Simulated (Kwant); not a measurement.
Model system: wire with a side stub in a Si two-dimensional gas. Effective mass 0.19 mₑ, grid spacing 2 nm, hard walls, nominal width 60 nm (29 grid rows, so walls 60 nm apart), one parabolic valley, scattering region 180 nm long along x; energies count from the band bottom; Fermi energy swept from 0.0004398 to 0.0052226 eV. Closed stub on one side, 66 nm wide and 85 nm deep.

The device is made up for the run: typed textbook-type constants, with dimensions and the other settings drawn at random.

Computed with Kwant: effective-mass tight-binding model on a square grid, one spin, coherent transport at 0 K. Conductance is in e²/h.

Task: How many channels do the leads carry at E = 2.61, 3.29 meV?

Result: The hard-wall thresholds are n² ħ²π²/(2mW²) = n² × 0.550 meV with W = 60 nm. √(2.61/0.550) = 2.18, so 2. √(3.29/0.550) = 2.45, so 2.
